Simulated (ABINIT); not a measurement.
A self-consistent single point of Os (P6_3/mmc, 2 atoms in the cell) with ABINIT.

Method: revPBE, PAW (JTH v2.0 PBE PAW, files made for PBE) (plane waves; ABINIT).

```
Os
1.0
    2.67912     0.00000     0.00000
   -1.33956     2.32019     0.00000
    0.00000     0.00000     4.22075
Os
2
Cartesian
  0.00000   1.54679   1.05519
  1.33956   0.77340   3.16556
```

Reference input (self-consistent single point, DFT, revPBE, plane waves, PAW (JTH v2.0 PBE PAW, files made for PBE)): pseudos = [Os.GGA_PBE-JTH.xml]; ecut = 40 Ry; pawecutdg = 80 Ry; pawxcdev = 0; ixc = 14; occopt = 6; tsmear = 0.1 eV; ngkpt = 10 10 5; nshiftk = 1; shiftk = 0 0 0; potentials = JTH v2.0 PBE PAW; nband = 13. This run's input differs from it in these lines:

```diff
@@ -15,4 +15,4 @@
          0.6666666667    0.3333333333    0.7500000000
-ecut 40 Ry
-pawecutdg 80 Ry
+ecut 36 Ry
+pawecutdg 72 Ry
 pawovlp -1
```

Output (repeated stretches shortened):

```
--- !BeginCycle
solver: {iscf: 17, nstep: 60, nline: 4, wfoptalg: 10, }
tolerances: {tolvrs: 1.00E-11, }
...

     iter   Etot(hartree)      deltaE(h)  residm     nres2
 ETOT  1  -31.426697840123    -3.143E+01 1.691E-01 1.228E+01
 ETOT  2  -31.431014172486    -4.316E-03 6.643E-03 8.456E-01
 ETOT  3  -31.426730859292     4.283E-03 5.079E-03 3.129E-02
 ETOT  4  -31.426837584058    -1.067E-04 3.083E-03 9.522E-03
 ETOT  5  -31.426924668945    -8.708E-05 1.405E-03 1.533E-04
 ETOT  6  -31.426924340384     3.286E-07 1.279E-03 1.179E-05
 ETOT  7  -31.426924352532    -1.215E-08 1.356E-03 9.966E-07
 ETOT  8  -31.426924352113     4.190E-10 1.033E-03 2.936E-09
 ETOT  9  -31.426924352002     1.112E-10 6.417E-04 1.017E-11
 ETOT 10  -31.426924351916     8.630E-11 3.571E-04 6.828E-12
 At SCF step   10       nres2   =  6.83E-12 < tolvrs=  1.00E-11 =>converged.

 Cartesian components of stress tensor (hartree/bohr^3)
  sigma(1 1)= -1.53321842E-03  sigma(3 2)=  0.00000000E+00
  sigma(2 2)= -1.53321842E-03  sigma(3 1)=  0.00000000E+00
  sigma(3 3)= -1.51119717E-03  sigma(2 1)= -9.44881423E-13

 ----iterations are completed or convergence reached----

 reduced coordinates (array xred) for    2 atoms
       0.333333333333      0.666666666667      0.250000000000
       0.666666666667      0.333333333333      0.750000000000
 cartesian forces (eV/Angstrom) at end:
    1     -0.00000000000000     0.00000000000000    -0.00000000000000
    2      0.00000000000000    -0.00000000000000    -0.00000000000000
 frms,max,avg= 1.6710343E-26 2.8421623E-26   0.000E+00  0.000E+00  0.000E+00 e/A
   [... lines left out ...]
 Fermi (or HOMO) energy (hartree) =   0.40554   Average Vxc (hartree)=  -0.51363
   [... lines left out ...]
'-kT*entropy'       : -3.37365753776975E-05
total_energy        : -3.14269220219593E+01
total_energy_eV     : -8.55170038677821E+02
...

-Cartesian components of stress tensor (GPa)         [Pressure=  4.4893E+01 GPa]
- sigma(1 1)= -4.51088356E+01  sigma(3 2)=  0.00000000E+00
- sigma(2 2)= -4.51088356E+01  sigma(3 1)=  0.00000000E+00
- sigma(3 3)= -4.44609482E+01  sigma(2 1)= -2.77993666E-08

 Calculation completed.
```

The run converged in 10 iterations. Against the reference run the free energy goes up by 1.3 meV/atom and the pressure hardly changes (44.83 to 44.89 GPa).

The starting cell comes from a database of computed structures (which also holds hypothetical and non-ambient phases and stackings), without a prior relaxation at this level. Its lattice was rescaled by a random factor within 2.5 % of one. Spin polarisation is off. The potentials were made for another functional than the one used.
